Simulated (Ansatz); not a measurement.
**ZnS (P3m1, No. 156, 28 atoms in the cell; start mp-556815; a measured phase of this formula has another space group)**

Computed with r²SCAN+rVV10 (Ansatz, a program for electronic structure, PAW).

Settings: plane-wave cutoff 560 eV, 12×12×1 k mesh (along the axes of the cell as run), Fermi–Dirac smearing 0.01 eV, scalar-relativistic PAW data made under PBE.

Cell (relaxed at this level):

```cif
data_S14Zn14
_chemical_formula_sum 'Zn14 S14'
_space_group_name_H-M_alt 'P3m1'
_space_group_IT_number 156
_space_group_name_Hall 'P 3 -2"'
_cell_length_a 3.79360
_cell_length_b 3.79360
_cell_length_c 43.46638
_cell_angle_alpha 90.000
_cell_angle_beta 90.000
_cell_angle_gamma 120.000
loop_
_atom_site_label
_atom_site_type_symbol
_atom_site_symmetry_multiplicity
_atom_site_Wyckoff_symbol
_atom_site_fract_x
_atom_site_fract_y
_atom_site_fract_z
_atom_site_occupancy
Zn1 Zn 1 a 0.00000 0.00000 0.14295 1
Zn2 Zn 1 b 0.33333 0.66667 0.21429 1
Zn3 Zn 1 c 0.66667 0.33333 0.07162 1
Zn4 Zn 1 a 0.00000 0.00000 0.78575 1
Zn5 Zn 1 b 0.33333 0.66667 0.71420 1
Zn6 Zn 1 a 0.00000 0.00000 0.64263 1
Zn7 Zn 1 b 0.33333 0.66667 0.35721 1
Zn8 Zn 1 b 0.33333 0.66667 0.00030 1
Zn9 Zn 1 a 0.00000 0.00000 0.42852 1
Zn10 Zn 1 a 0.00000 0.00000 0.92886 1
Zn11 Zn 1 c 0.66667 0.33333 0.28574 1
Zn12 Zn 1 c 0.66667 0.33333 0.49986 1
Zn13 Zn 1 b 0.33333 0.66667 0.57119 1
Zn14 Zn 1 b 0.33333 0.66667 0.85730 1
S1 S 1 b 0.33333 0.66667 0.76775 1
S2 S 1 a 0.00000 0.00000 0.98242 1
S3 S 1 a 0.00000 0.00000 0.19644 1
S4 S 1 c 0.66667 0.33333 0.33932 1
S5 S 1 a 0.00000 0.00000 0.69620 1
S6 S 1 b 0.33333 0.66667 0.41067 1
S7 S 1 b 0.33333 0.66667 0.91085 1
S8 S 1 b 0.33333 0.66667 0.26777 1
S9 S 1 c 0.66667 0.33333 0.55334 1
S10 S 1 a 0.00000 0.00000 0.83930 1
S11 S 1 b 0.33333 0.66667 0.05377 1
S12 S 1 a 0.00000 0.00000 0.48201 1
S13 S 1 b 0.33333 0.66667 0.62466 1
S14 S 1 c 0.66667 0.33333 0.12510 1
```

| Quantity | Value |
|---|---|
| band gap | 2.73 eV (on the SCF k mesh) |

Note: the relaxation could not lower the start's symmetry, so the cell can be a saddle point above a distorted one.

A start named mp-… is a Materials Project structure, which need not be a measured phase.
